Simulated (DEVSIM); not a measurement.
Device: Al/Al2O3/n-Si capacitor, at 300 K.

```tsv
layer (left to right)	material	thickness (nm)	Nd (cm⁻³)
1	Al2O3	7.00	-
2	Si	810	5e17
```

Metal gate on the left, work function 4.1 eV. Fixed charge at the semiconductor interface 1.8e10 cm⁻² (in units of +e); no interface traps.

The device is made up for the run: typed textbook-type constants, with dimensions and the other settings drawn at random. Values at 300 K.

| parameter | Al2O3 | Si |
|---|---|---|
| gap (eV) | 6.8 | 1.124 |
| affinity (eV) | 1.35 | 4.05 |
| permittivity | 9 | 11.7 |
| Nc (cm⁻³) | - | 2.86e19 |
| Nv (cm⁻³) | - | 3.1e19 |

DEVSIM, 1D Poisson equation in equilibrium, Boltzmann statistics, complete ionisation; no quantum confinement or tunnelling. Metal contacts follow the ideal Schottky-Mott rule: no Fermi-level pinning, no interface dipoles.

The interface trap density was swept, all else fixed.

| interface trap density (cm^-2 eV^-1) | threshold voltage (band bending 2φF) (V) | minimum of the low-frequency capacitance (μF/cm²) | flat-band voltage (V) |
|---|---|---|---|
| 0 | -1.31 | 0.195 | -0.06 |
| 1e10 | -1.31 | 0.196 | -0.06 |
| 1e11 | -1.32 | 0.206 | -0.05 |
| 3e11 | -1.33 | 0.226 | -0.04 |
| 1e12 | -1.38 | 0.294 | 0.01 |
| 2e12 | (withheld) | (withheld) | 0.07 |

Q: Some entries are withheld; supply them.

A: 
- 2e12, threshold voltage (band bending 2φF) (V): -1.44
- 2e12, minimum of the low-frequency capacitance (μF/cm²): 0.373
